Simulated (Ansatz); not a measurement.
## MgB2: transverse stress against strain

MgB2 (AlB2 type, P6/mmm, 9.479 Å³/atom at rest, c along z) under a strain ε along a direction in the basal plane (axis x), the other axes held. PBEsol in Ansatz, a plane-wave DFT program (PAW, default set), 420 eV, 22×22×17 Γ-centred mesh, Fermi-Dirac smearing 0.10 eV; ions are relaxed within the symmetry of each cell. Stress is positive for a compressed cell.

Here s stands for strain and y for stress zz.

```
strain (%)  stress zz (GPa)
----------  ---------------
-1.50                  0.60
-1.00                  0.39
-0.50                  0.19
0.00                   0.00
0.50                  -0.18
1.00                  -0.34
1.50                  -0.51
3.00                      ?
```

Q: Using a straight line, estimate the missing y at s = 3.00 from the other rows, showing the fit.

A: Means: s 0, y 0.021. About the means, the sum of products is -2.5800 and the sum of squares of s is 7.0000; the slope is their ratio. Least squares gives y = 0.021 - 0.3686·s. Residuals (row less fit): 0.026, 0.000, -0.015, -0.021, -0.017, 0.008, 0.022; standard error 0.021 (degrees of freedom: 5). The slope gives the elastic constant C13 = 37 ± 0.8 GPa. At the withheld row, y = 0.021 - 0.3686 × 3.0 = -1.085 GPa. The calculation gives -0.95 GPa, 0.135 GPa above the prediction (8.7 % of the range of y in the table). The row lies outside the fitted rows, so this is an extrapolation. From the scatter of the fitted rows alone, a prediction at this place has a standard error of 0.032 GPa, so the miss is 4.2 times that.

One order more, fitted to all 13 runs of the series, follows each within 0.01, so the miss is the next term of a smooth law. In a metal these values are sensitive to mesh and smearing; energies are taken to zero smearing, stresses follow the free energy. Rows are the converged runs of the series near zero and its far end; series whose fitted rows scatter by over a few per cent of the range, as at a crossing or softening among them, aren't shown in this form. Most that stay on the fit to the last digits aren't either.
